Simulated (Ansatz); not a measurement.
The parent structure is TiO2 in the rutile structure (space group P4_2/mnm, No. 136; a = 4.5481 Å, c = 2.9171 Å). Axes: x, y, z lie along a, b, c of the conventional cell.

All numbers come from Ansatz (a first-principles code) LDA, no spin-orbit coupling.

It is then changed as follows: uniaxial strain ε_zz = −3.00 %, all other strain components held at zero; the atoms relax in the strained cell.

**Question.** Predict the stress tensor and what it implies for the stiffness.

**Answer.** Stress of the strained cell less that of the base (GPa, compression positive):
```
   5.58    0.00    0.00
   0.00    5.58    0.00
   0.00    0.00   17.31
```

Then −Δσ_ii/ε with ε = -0.0300 gives secant stiffness values (nonlinear terms included at this strain): C33 ≈ 577 GPa, C13 ≈ 186 GPa and C23 ≈ 186 GPa.

As a check, the harmonic strain energy −½ V₀ Δσ:ε is 16 meV/atom; the computed energy rise is 16 meV/atom.

Stability against distortions was not tested. The final runs are not spin-polarised.
